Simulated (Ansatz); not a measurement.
WS2, response to strain

Base system: WS$_{2}$ (space group P6_3/mmc, No. 194; a = 3.154 Å, c = 12.141 Å; layered, stacked along the Cartesian z axis). Axes: x lies along a and z along c of the hexagonal cell.

Strains are applied to the cell and any free atomic positions relax.

Computed with Kohn–Sham DFT with the PBE-D3(BJ) functional, run in Ansatz (an electronic-structure program) with PAW and 420 eV plane waves, without spin-orbit coupling.

Notes on the quantities. energy relative to the base: free energy F; pressure: mean of the normal stresses, compression positive.

| variant | band gap | width of the top valence band | energy relative to the base | pressure |
|---|---|---|---|---|
| base | 0.88 eV | 1.88 eV | 0 meV/atom | 0.00 GPa |
| uniaxial strain ε_zz = −3.00 % | ? | 2.00 eV | +3.8 meV/atom | 1.15 GPa |
| uniaxial strain ε_zz = −2.40 % | 0.75 eV | ? | ? | 0.87 GPa |
| uniaxial strain ε_zz = −1.80 % | 0.78 eV | 1.95 eV | ? | 0.63 GPa |
| uniaxial strain ε_zz = −1.20 % | 0.82 eV | 1.93 eV | +0.5 meV/atom | 0.39 GPa |
| uniaxial strain ε_zz = −0.60 % | 0.85 eV | 1.90 eV | +0.1 meV/atom | 0.18 GPa |

Question: What belongs in the blanks?

Answer: 
- uniaxial strain ε_zz = −3.00 %, band gap: 0.71 eV
- uniaxial strain ε_zz = −2.40 %, width of the top valence band: 1.97 eV
- uniaxial strain ε_zz = −2.40 %, energy relative to the base: +2.4 meV/atom
- uniaxial strain ε_zz = −1.80 %, energy relative to the base: +1.3 meV/atom

With W present, leaving out spin-orbit coupling can change the band edges. No phonon test of stability was made.
